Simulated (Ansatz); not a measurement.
**Quick settings and what they miss: SrGe3Ir (I4mm, 5 atoms in the cell)**

Self-consistent single point.

```
SrGe3Ir
1.0
   -2.19269     2.19269     4.94801
    2.19269    -2.19269     4.94801
    2.19269     2.19269    -4.94801
Sr Ge Ir
1 3 1
Direct
  0.00000   0.00000   0.00000
  0.25385   0.75385   0.50000
  0.75385   0.25385   0.50000
  0.41167   0.41167   0.00000
  0.64963   0.64963   0.00000
```

Method of the run: PBEsol, PAW files made with PBE (plane waves; Ansatz, a program for electronic structure).

Base settings: basis.ecutwfc = 420 eV; kpoints.mp_grid.grid = 7 7 7; kpoints.mp_grid.shift = 0.5 0.5 0.5; hamiltonian.xc = pbesol; hamiltonian.pseudopotentials = {kind: paw} (the program's default PAW files); scf.occupations.method = cold; scf.occupations.width = 0.1 eV.

Tight run (finer mesh or higher cutoff; not a proven limit): basis.ecutwfc: 420 eV → 590 eV; kpoints.mp_grid.grid: 7 7 7 → 10 10 10; scf.convergence.dr2_threshold: default (1e-07 eV) → 1e-09 eV. It gave Fermi level (on the code's own zero) 13.18 eV; pressure 5.15 GPa; largest force (vector length) 0.294 eV/Å.

Quick runs, as changes from the base:
- A: the base itself
- B: basis.ecutwfc: 420 eV → 210 eV; kpoints.mp_grid.grid: 7 7 7 → 4 4 4; scf.occupations.width: 0.1 eV → 0.272 eV
- C: kpoints.mp_grid.grid: 7 7 7 → 4 4 4
- D: basis.ecutwfc: 420 eV → 250 eV; kpoints.mp_grid.grid: 7 7 7 → 6 6 6; scf.occupations.width: 0.1 eV → 0.5 eV
- E: basis.ecutwfc: 420 eV → 210 eV; kpoints.mp_grid.grid: 7 7 7 → 8 8 8
- F: basis.ecutwfc: 420 eV → 335 eV; kpoints.mp_grid.grid: 7 7 7 → 6 6 6; hamiltonian.xc: pbesol → lda; scf.convergence.dr2_threshold: default (1e-07 eV) → 0.001 eV [LDA (PW92)]

Energies are extrapolated to zero smearing width, which holds to low order in the width alone.

Dashes: energy of F, another energy zero.

† marks runs with another functional, U, potentials or spin treatment: their distance from the tight run is not a convergence error alone.

The count of work is k-points × plane waves × bands × iterations; it is no time. 

Pressures in the table are Ansatz's without its Pulay estimate, at a fixed set of plane waves; the tight run's value above holds the estimate.

The starting cell comes from a database of computed structures (which also holds hypothetical and non-ambient phases and stackings), without a prior relaxation at this level. Its lattice was rescaled by a random factor within 2.5 % of one. Spin polarisation is off. In the base run, with a pressure of about 5 GPa the cell is away from its equilibrium volume at this level.

```tsv
run	energy less tight (meV/atom)	pressure less tight (GPa)	largest miss in a force vector (eV/Å)	count of work / tight
A	0.1	0.05	0.042	0.20
B	2571.8	-114.40	0.464	0.016
C	-16.7	-0.22	0.238	0.050
D	522.2	-31.32	0.057	0.057
E	2597.1	-114.55	0.249	0.091
F†	–	-3.68	0.131	0.061
```

Among the runs at the tight run's level, the energy misses run from 0.1 to 2597.1 meV/atom.

Keys are those of Ansatz 0.2.
